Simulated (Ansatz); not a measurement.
The parent structure is HgS (space group P3_221, No. 154; made of chains).

```xyz
6
Lattice="4.4649 0.0000 0.0000 -2.2325 3.8667 0.0000 0.0000 0.0000 9.7582" Properties=species:S:1:pos:R:3 pbc="T T T"
Hg     3.4345     0.0000     6.5055
Hg    -1.7172     2.9743     3.2527
Hg     0.5152     0.8924     0.0000
S      1.9953     0.0000     1.6264
S     -0.9976     1.7280     8.1319
S      1.2348     2.1388     4.8791
```

Method: PBE/PAW in Ansatz (a program for electronic structure), without spin-orbit coupling.

One change was made to it. Results:

| quantity | base | after |
|---|---|---|
| volume per atom | 28.08 Å³ | 21.09 Å³ |
| electron mass | 0.43 mₑ along c, 1.2 mₑ across (at Γ) | 0.39 mₑ along c, 0.99 mₑ across (at Γ) |
| smallest direct gap | 1.87 eV | 0.98 eV |
| band gap | 1.83 eV | 0.88 eV |

What was done to the base?
(A) pressure 3 GPa
(B) pressure 7.5 GPa
(C) pressure 0.3 GPa
(D) pressure 0.7 GPa
(E) pressure 1.5 GPa

B, pressure 7.5 GPa. For comparison, the band gap in the other runs: pressure 0.7 GPa gives 1.62 eV; pressure 3 GPa gives 1.19 eV; pressure 1.5 GPa gives 1.44 eV; pressure 0.3 GPa gives 1.73 eV.

With Hg present, leaving out spin-orbit coupling can change the band edges. Load acts through the strain it causes; cell and atoms are relaxed under it. Effective masses come from finite differences of ±0.01 Å⁻¹. Stability against distortions was not tested. Competing high-pressure phases were not computed. No dispersion term is included, though the crystal is made of layers, chains or molecules, so its spacings can come out too wide.
